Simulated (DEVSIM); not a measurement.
Structure: abrupt GaAs n-p junction, at 400 K.

Layer 1 from the left is GaAs, thickness (μm) 4.90, Nd (cm⁻³) 2e17, τn (s) 6.3e-9, τp (s) 6.3e-9. Layer 2 from the left is GaAs, thickness (μm) 4.80, Na (cm⁻³) 8.2e15, τn (s) 6.3e-9, τp (s) 6.3e-9.

Left contact: ohmic. Right contact: ohmic. Voltage is applied to the left contact. Recombination: SRH at mid-gap, Auger. Mobility is constant in doping.

This is a model device: material constants are rounded textbook-type values typed into the input, and sizes, dopings and lifetimes were drawn at random. Values at 300 K; Nc and Nv go as T^1.5, mobilities as T to minus their exponent, the gap by Varshni's rule with the affinity fixed.

GaAs: gap (eV) 1.424, affinity (eV) 4.07, permittivity 12.9, Nc (cm⁻³) 4.7e17, Nv (cm⁻³) 9e18, μn (cm²/Vs) 8500, μp (cm²/Vs) 400, T exponent of μn 2.1, T exponent of μp 2.2, Cn (cm⁶/s) 1e-30, Cp (cm⁶/s) 1e-30, Varshni α (eV/K) 0.000541, Varshni β (K) 204.

Estimate by hand the built-in potential, the peak field at zero bias, the capacitance at 0.6 V, and compare with a numerical solution.


- Built-in potential: ni = √(Nc Nv) exp(−Eg/2kT) = 6.67e9 cm⁻³ with Eg = 1.377 eV; Vbi = kT/q ln(Na Nd/ni²) = 1.077 V; numerical 1.077 V.
- Peak field at zero bias: depletion approximation: W = √(2εVbi/(qN)) = 0.441 μm with N = 7.88e15 cm⁻³; field = 2Vbi/W = 48800 V/cm; numerical 49500 V/cm (estimate below by 1.5 %).
- Capacitance at 0.6 V: C = √(qεN / 2(Vbi + |V|)) = 20.7 nF/cm²; numerical 21.2 nF/cm² (estimate below by 2.2 %).

DEVSIM, 1D drift-diffusion, Boltzmann statistics, complete ionisation; no tunnelling, impact ionisation, image-force lowering or self-heating.
